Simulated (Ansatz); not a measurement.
# Fluorite CoSi2

Level of theory: LDA (plane waves, PAW; Ansatz, a program for electronic structure).

Settings: plane-wave cutoff 520 eV, 22×22×22 k mesh, Fermi–Dirac smearing 0.07 eV (set by the program), no spin polarisation, scalar-relativistic PAW data made under PBE.

Cell: relaxed at this level.

```
Quantity                                    Result
----------------------------------------  --------
elastic constant C11                       277 GPa
elastic constant C12                       167 GPa
elastic constant C44                       101 GPa
Voigt–Reuss–Hill bulk modulus              203 GPa
polycrystal shear modulus (Hill average)  78.8 GPa
Young modulus                              209 GPa
Poisson ratio                                0.328
```

Elastic constants are with the ions relaxed.
